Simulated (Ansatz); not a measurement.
The parent structure is ZrO₂ in the fluorite structure (space group Fm-3m, No. 225; a = 5.089 Å).

Structures relaxed with DFT with r2SCAN, PAW potentials and a 500 eV plane-wave cutoff in Ansatz (a program for electronic structure), no spin-orbit coupling, earlier PAW set.

Base:

Simulated powder pattern, Mo Kα, λ = 0.71073 Å (kinematic, ideal powder, no thermal factors, no anomalous dispersion; the 14 strongest lines at most, above 2 %, up to 2θ = 40°):

```
2θ (°)  I/Imax (%)    hkl
------  ----------  -----
13.89          100  (111)
16.06           21  (200)
22.78           69  (220)
26.78           49  (311)
28.00          7.4  (222)
32.44           11  (400)
35.44           20  (331)
36.39           11  (420)
```

The change: a hydrostatic pressure of 15 GPa.

After the change:

Simulated powder pattern, Mo Kα, λ = 0.71073 Å (kinematic, ideal powder, no thermal factors, no anomalous dispersion; the 14 strongest lines at most, above 2 %, up to 2θ = 40°):

```csv
2θ (°),I/Imax (%),hkl
14.14,100,(111)
16.34,21,(200)
23.19,68,(220)
27.26,49,(311)
28.50,7.4,(222)
33.03,11,(400)
36.09,20,(331)
37.06,11,(420)
```

The indices refer to the base's conventional cell; one index is shown for lines that coincide.

Load acts through the strain it causes; cell and atoms are relaxed under it. Whether these cells are dynamically stable was not tested. No other phases were tried under pressure. This is not the structure that ZrO2 has at room temperature and ambient pressure.
